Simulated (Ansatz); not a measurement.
A self-consistent single point of MgTe4MoW2S2 (Cm, 10 atoms in the cell) with Ansatz (a program for electronic structure).

Method of the run: PBEsol, default PAW files made with PBE (plane waves; Ansatz).

```
MgTe4Mo(WS)2
1.0
    2.95357    -1.70603     0.00000
    2.95357     1.70603     0.00000
   -0.02384     0.00000    38.91168
Mg Te Mo W S
1 4 1 2 2
Direct
  0.00002   0.00002   0.54259
  0.33342   0.33342   0.93209
  0.33368   0.33368   0.46401
  0.33298   0.33298   0.83624
  0.33314   0.33314   0.36698
  0.66661   0.66661   0.88417
  0.66682   0.66682   0.41529
  0.33333   0.33333   0.66268
  0.66659   0.66659   0.62404
  0.66681   0.66681   0.70115
```

Reference input (self-consistent single point, DFT, PBEsol, plane waves, default PAW files made with PBE): kpoints.mp_grid.grid = 8 8 1; hamiltonian.xc = pbesol; hamiltonian.pseudopotentials = {kind: paw} (the program's default PAW files); scf.occupations.method = gaussian; scf.occupations.width = 0.136 eV. This run's input differs from it in these lines:

```diff
@@ -26,3 +26,3 @@
     method: gaussian
-    width: 0.136 eV
+    width: 0.03 eV
 output:
```

Output (repeated stretches shortened):

```
SCF iter   1: F=—  HF=-56701.117326 eV  |F-HF|=—  |Δ(HF+E_count)|=         —  Δρ=5.62e-3  dr2=6.92e-1  ethr=1.77e-3  ⟨swp⟩=8.1  Hψ=7209  notcnv=0  defer=2
all-band conjugate gradients solve this SCF's bands
preconditioner: auto → Resta (q_TF=auto, 2.264 Å⁻¹)
SCF iter   2: F=—  HF=-56701.146121 eV  |F-HF|=—  |Δ(HF+E_count)|=   2.88e-2  Δρ=5.78e-3  dr2=3.31e0  ethr=5.41e-4  ⟨swp⟩=3.0  Hψ=2384  notcnv=0  defer=105  recentre
   [... lines left out ...]
SCF iter  13: F=—  HF=-56701.053714 eV  |F-HF|=—  |Δ(HF+E_count)|=   2.15e-4  Δρ=1.36e-5  dr2=4.82e-6  ethr=4.61e-9  ⟨swp⟩=3.0  Hψ=2469  notcnv=0  defer=101
SCF iter  14: F=—  HF=-56701.053714 eV  |F-HF|=—  |Δ(HF+E_count)|=   1.02e-7  Δρ=4.65e-6  dr2=8.00e-7  ethr=3.76e-9  ⟨swp⟩=2.0  Hψ=1764  notcnv=0  defer=101
SCF iter  15: F=—  HF=-56701.053714 eV  |F-HF|=—  |Δ(HF+E_count)|=  8.29e-10  Δρ=3.58e-6  dr2=5.65e-7  ethr=6.25e-10  ⟨swp⟩=2.0  Hψ=1898  notcnv=0  defer=101
SCF iter  16: F=-56701.053714 eV  HF=-56701.053714 eV  |F-HF|=4.23e-8  |Δ(HF+E_count)|=   3.39e-8  Δρ=1.83e-6  dr2=6.06e-8  ethr=7.81e-11  ⟨swp⟩=12.1  Hψ=7994  notcnv=0
SCF 1 converged in 16 iterations: F = -56701.053714 eV  dr2 = 6.06e-8
Free energy (F): -56701.053714 eV
Internal energy: -56701.050646 eV  (E = F + TS)
E sigma→0 (E₀):  -56701.052180 eV
Entropy (-TS):   -0.003067 eV (-0.307 meV/atom)
Fermi energy:    5.340983 eV
--- Forces (eV/Å), atoms counted from 1 ---
  atom   1  Mg    -0.00048867     0.00000000     0.06962969
  atom   2  Te     0.00068844     0.00000000    -0.40676351
  atom   3  Te    -0.00068320     0.00000000    -0.43683768
  atom   4  Te     0.00260469     0.00000000     0.39770763
  atom   5  Te     0.00440618     0.00000000     0.52096468
  atom   6  Mo    -0.00329174     0.00000000     0.00406817
  atom   7  W     -0.00297768     0.00000000    -0.05344739
  atom   8  W      0.00127495     0.00000000    -0.06004817
  atom   9  S     -0.00308880     0.00000000     0.47199110
  atom  10  S      0.00155556     0.00000000    -0.50723498
--- Stress (GPa, compression-positive) ---
       -2.303606       0.000000      -0.004517
        0.000000      -2.326784       0.000000
       -0.004517       0.000000      -2.225070
  P = ⅓ Tr σ = -2.2852 GPa (-22.852 kbar)
  The stress holds the Pulay correction. Without it, at fixed plane waves, as pw.x and ABINIT print it: P = -2.3010 GPa
```

The run converged in 16 iterations. Against the reference run the free energy rises by 1.3 meV/atom, the pressure stays at -2.29 GPa and the largest force goes from 0.509 to 0.521 eV/Å.

The starting cell comes from a database of computed structures (which also holds hypothetical and non-ambient phases and stackings), without a prior relaxation at this level. Spin polarisation is off. Ansatz's pressure includes its estimate of the finite-basis (Pulay) stress.

Cost on one core of a shared machine: roughly 40 s.

Keys are those of Ansatz 0.2.
